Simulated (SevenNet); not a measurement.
hcp Er was calculated with the machine-learned potential SevenNet-l3i5 (trained on PBE and PBE+U data).

Energies at three volumes about the minimum:

| V (Å³/atom) | E − E_lowest (meV/atom) |
|---|---|
| 30.491 | 0.94 |
| 30.955 | 0.00 |
| 31.419 | 0.93 |

Task: Fit a parabola by hand: where is the minimum, and what is the bulk modulus?

Result: Slopes: (0.00 − 0.94)/(30.955 − 30.491) = -2.026 and (0.93 − 0.00)/(31.419 − 30.955) = 2.004 meV/Å³. Curvature E″ = 2 × (2.004 − (-2.026))/(31.419 − 30.491) = 8.685 meV/Å⁶. From the middle of the first interval, the slope vanishes at V0 = 30.7230 − (-2.026)/8.685 = 30.956 Å³/atom. B = V0 E″ = 30.956 × 8.685 meV/Å³ × 0.1602 GPa per meV/Å³ = 43.1 GPa. The full Birch–Murnaghan fit to all volumes gives V0 = 30.950 Å³/atom and B0 = 42.8 GPa.

Shape and atoms are relaxed at each volume.

Measured, for comparison: bulk modulus 44.4 GPa (room temperature, not corrected to a static lattice; as tabulated in Wikipedia's data pages); equilibrium volume per atom 30.64 Å³/atom (room temperature, not corrected to a static lattice; as tabulated in Söderlind et al. (2014), doi:10.1088/0953-8984/26/41/416001). Computed less measured: bulk modulus -3.6 %, equilibrium volume per atom +1.0 %.

A machine-learned potential is trained on density-functional data: it inherits that level's misses and adds fitting errors of its own.
